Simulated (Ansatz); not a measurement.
Data:

```yaml
crystal:
  lattice:
    - [4.00249, 0.00000, 0.00000]
    - [0.00000, 4.00249, 0.00000]
    - [2.00125, -2.00125, 2.77964]
  atoms:
    - { symbol: Be, position: [0.00000, 0.00000, 0.00000] }
    - { symbol: Te, position: [0.75000, 0.75000, 0.50000] }
```

No spin polarisation.

The values are results of PBEsol (Ansatz, a first-principles code, PAW, spin-orbit coupling left out), not measurements. Settings: 10×10×10 k-points, 0.05 eV Fermi–Dirac smearing.

Question: Predict the in-plane stress, band gap and gap character.

Answer: The mean in-plane stress (compression positive) is -1.0 GPa and the band gap is 1.72 eV. The gap character comes out as indirect, Γ → M.

Spin-orbit coupling, missing from the scalar runs, can matter with Te. The cells carry an imposed strain or load. Stability against distortions was not tested. The cell was made from BeTe in the zinc blende structure (space group F-43m, No. 216) by this change: biaxial strain +1.00 %, plane normal [001], relaxed out of plane.
